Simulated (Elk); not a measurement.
A self-consistent single point of WC (P-6m2, 2 atoms in the cell) with Elk.

Method of the run: PBE, all-electron FP-LAPW, Elk's shipped species files, APW+lo basis with extra local orbitals (Elk).

The change in words: lattice scaled by 0.98. Reference geometry:
```yaml
crystal:
  lattice:
    - [2.90755, 0.00000, 0.00000]
    - [-1.45377, 2.51801, 0.00000]
    - [0.00000, 0.00000, 2.83064]
  atoms:
    - { symbol: W, position: [0.00000, 0.00000, 0.00000] }
    - { symbol: C, position: [0.66667, 0.33333, 0.50000] }
```

Reference input (self-consistent single point, DFT, PBE, all-electron FP-LAPW, Elk's shipped species files, APW+lo basis with extra local orbitals): xctype = 20; rgkmax = 8; swidth = 0.00499791 Ha; ngridk = 13 13 12; gmaxvr = 14 1/bohr; nxlo = 2; lorbcnd = true; rmtscf = 0.84; lmaxi = 3; maxscl = 100. This run's input differs from it in these lines:

```diff
@@ -34,5 +34,5 @@
 avec
-    2.9075488287   -0.0000002102    0.0000000000
-   -1.4537742323    2.5180112535    0.0000000000
-    0.0000000000    0.0000000000    2.8306380000
+    2.8493979691    0.0000000072    0.0000000000
+   -1.4246989908    2.4676510232    0.0000000000
+    0.0000000000    0.0000000000    2.7740250000
```

Output, abridged:

```
│ Self-consistent loop started │
│ Loop number : 1 │
 total energy                :     -16194.8846458
│ Loop number : 2 │
 total energy                :     -16195.5496499
RMS change in Kohn-Sham potential (target) :    2.086985908     (  0.1000000000E-05)
Absolute change in total energy (target)   :   0.6650040980     (  0.1000000000E-03)
│ Loop number : 3 │
 total energy                :     -16195.0156059
RMS change in Kohn-Sham potential (target) :    2.046449024     (  0.1000000000E-05)
Absolute change in total energy (target)   :   0.3677929771     (  0.1000000000E-03)
│ Loop number : 4 │
   [... lines left out ...]
Absolute change in total energy (target)   :   0.6334215886E-03 (  0.1000000000E-03)
│ Loop number : 15 │
 total energy                :     -16204.3825008
RMS change in Kohn-Sham potential (target) :   0.1297250109E-05 (  0.1000000000E-05)
Absolute change in total energy (target)   :   0.7679419468E-04 (  0.1000000000E-03)
│ Loop number : 16 │
 total energy                :     -16204.3824725
RMS change in Kohn-Sham potential (target) :   0.2358039829E-06 (  0.1000000000E-05)
Absolute change in total energy (target)   :   0.4754897782E-04 (  0.1000000000E-03)
Convergence targets achieved

│ Loop number : 17 │

Energies :
 Fermi                       :     0.619347107363
 total energy                :     -16204.3824762

Density of states at Fermi energy :    7.443743918
 (states/Hartree/unit cell)

Estimated indirect band gap :   0.3271006727E-02
 from k-point    224 to k-point    194
Estimated direct band gap   :   0.3482586587E-01
 at k-point    118

Charges :
 core                        :    48.00000000
 valence                     :    32.00000000
 interstitial                :    3.691101504
 muffin-tins (core leakage)
  species :    1 (W)
   atom    1                 :    71.76132910     (  0.3372821595E-05)
  species :    2 (C)
   atom    1                 :    4.547569400     (  0.4514944211E-04)
 total in muffin-tins        :    76.30889850
 total calculated charge     :    79.99395783
 total charge                :    80.00000000
 error                       :   0.6042172938E-02

│ Self-consistent loop stopped │
```

The run converged in 17 iterations. The count includes the last loop, which Elk runs after its targets are met. Against the reference run the free energy rises by 87.0 meV/atom.

The starting cell comes from a database of computed structures (which also holds hypothetical and non-ambient phases and stackings), without a prior relaxation at this level. Its lattice was rescaled by a random factor within 2.5 % of one. For this run, on top of that: lattice scaled by 0.98. Spin-orbit coupling is off. Spin polarisation is off. Values depend on the basis (sphere radii, cutoffs, local orbitals), which need not be converged. The log's line on a gap gives a spacing of levels on this mesh, which the program prints for metals too.

Cost on one core of a shared machine: roughly 4 min.
